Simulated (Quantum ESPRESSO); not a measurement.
**Habitual settings against a tight run: La2Sn4Ru (P1, 7 atoms in the cell)**

Self-consistent single point.

```
CELL_PARAMETERS angstrom
      4.78900     0.00000     0.00000
     -0.00006     4.85945     0.00000
     -0.00225    -2.40733     8.75175
ATOMIC_POSITIONS crystal
  La 0.75004 0.89865 0.79464
  La 0.24949 0.10490 0.20540
  Sn 0.74976 0.54159 0.08662
  Sn 0.24987 0.42717 0.85057
  Sn 0.74973 0.25931 0.52251
  Sn 0.25050 0.76158 0.52141
  Ru 0.75059 0.69180 0.38884
```

Level of theory: LDA (PZ), GBRV 1.5 ultrasoft (LDA) pseudopotentials (plane waves; Quantum ESPRESSO).

Base settings: ecutwfc = 40 Ry; ecutrho = 320 Ry; occupations = smearing; smearing = marzari-vanderbilt; degauss = 0.0099958 Ry; potentials = {La: la_lda_v1.uspp.F.UPF, Sn: sn_lda_v1.4.uspp.F.UPF, Ru: ru_lda_v1.2.uspp.F.UPF}; K_POINTS = automatic 3 4 2 1 1 1; conv_thr = 1e-10 Ry; mixing_beta = 0.7.

Tight run (finer mesh or higher cutoff; not a proven limit): ecutwfc: 40 Ry → 56 Ry; ecutrho: 320 Ry → 448 Ry; conv_thr: 1e-10 Ry → 7.3e-11 Ry; K_POINTS: automatic 3 4 2 1 1 1 → automatic 5 6 3 1 1 1. It gave Fermi level (on the code's own zero) 10.80 eV; pressure -9.19 GPa; largest force (vector length) 0.455 eV/Å.

Quick runs, as changes from the base:
- A: the base itself
- B: ecutwfc: 40 Ry → 48 Ry; ecutrho: 320 Ry → 384 Ry; pseudopotentials: {La: la_lda_v1.uspp.F.UPF, Sn: sn_lda_v1.4.uspp.F.UPF, Ru: ru_lda_v1.2.uspp.F.UPF} → {La: La.GGA-PBE-paw-v1.0.UPF, Sn: Sn_pbe_v1.uspp.F.UPF, Ru: Ru_ONCV_PBE-1.0.oncvpsp.upf}; K_POINTS: automatic 3 4 2 1 1 1 → automatic 2 2 2 1 1 1; input_dft: default → pbesol [PBEsol]
- C: smearing: marzari-vanderbilt → methfessel-paxton; degauss: 0.0099958 Ry → 0.0147 Ry; K_POINTS: automatic 3 4 2 1 1 1 → automatic 4 4 4 1 1 1
- D: ecutwfc: 40 Ry → 24 Ry; ecutrho: 320 Ry → 192 Ry; K_POINTS: automatic 3 4 2 1 1 1 → automatic 1 1 1 1 1 1
- E: ecutwfc: 40 Ry → 20 Ry; ecutrho: 320 Ry → 160 Ry; conv_thr: 1e-10 Ry → 7.3e-05 Ry; K_POINTS: automatic 3 4 2 1 1 1 → automatic 4 4 4 1 1 1

Energies are extrapolated to zero smearing width, which holds to low order in the width alone (under cold and Methfessel-Paxton smearing the free energy itself is taken).

Dashes: energy of B, another energy zero; pressure of E, not trusted under this conv_thr with d or f elements.

† marks runs with another functional, U, potentials or spin treatment: their distance from the tight run is not a convergence error alone.

The count of work is k-points × plane waves × bands × iterations; it is no time. Core times come from one kind of shared machine and are given to one figure; runs under 30 s give none.

The starting cell comes from a database of computed structures (which also holds hypothetical and non-ambient phases and stackings), without a prior relaxation at this level. Its lattice was rescaled by a random factor within 2.5 % of one. Spin polarisation is off. In the base run, with a pressure of about -9 GPa the cell is away from its equilibrium volume at this level. Without a gap this mesh is coarse (it stands for a supercell whose shortest vector is 14 Å).

```csv
run,energy less tight (meV/atom),pressure less tight (GPa),largest miss in a force vector (eV/Å),count of work / tight,core time / tight (rough)
A,76.5,0.37,0.180,0.15,0.2
B†,–,1.88,0.437,0.083,0.3
C,78.4,0.41,0.174,0.43,0.4
D,810.2,-22.53,1.364,0.0070,0.07
E,2681.4,–,0.264,0.079,0.08
```

Among the runs at the tight run's level, the energy misses run from 76.5 to 2681.4 meV/atom.

Left out of this page: 1 run of the series outside the window shown, repeating another row's setting, or not comparable.
